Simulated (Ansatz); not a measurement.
Sr: x(Y) = 0.333, 3 atoms, P-3m1

The reference is Sr in the fcc (Cu type) structure (space group Fm-3m, No. 225; a = 6.0999 Å).

The other end (x = 1) is Y in the fcc (Cu type) structure (space group Fm-3m, No. 225; a model cell): 33.21 Å³/atom, gap zero; this end may not be an ambient phase.

The change: Y replaces 33.3 % of the Sr, ordered in a cell of 3 atoms (starting symmetry P-3m1) and fully relaxed.

Computed with DFT with r2SCAN, PAW potentials and a 500 eV plane-wave cutoff in Ansatz (an electronic-structure program), without spin-orbit coupling. Settings: 13×13×5 k-points, 0.05 eV Fermi–Dirac smearing, for the changed cell.

```csv
quantity,base,changed,shift
volume per atom,56.74 Å³,46.29 Å³,-10.45 Å³
density,2.56 g/cm³,3.16 g/cm³,+0.594 g/cm³
band gap,zero,zero,–
mixing energy (to 0.01 eV only: unlike meshes or grids),–,+0.20 eV/atom,–
```

Final structure:

```xyz
3
Lattice="3.9885 0.0000 0.0000 -1.9942 3.4541 0.0000 0.0000 0.0000 10.0797" Properties=species:S:1:pos:R:3 pbc="T T T"
Sr     0.0000     2.3028     6.8875
Sr     1.9942     1.1514     3.1922
Y      0.0000     0.0000     0.0000
```

These are small ordered cells, not random alloys; other orderings at the same x differ. Whether these cells are dynamically stable was not tested. The final runs are not spin-polarised. An odd electron count without spin: Sr2Y. Sr2Y has a high density of states at the Fermi level and may be magnetic at this level. This is not the structure that Y has at room temperature and ambient pressure.
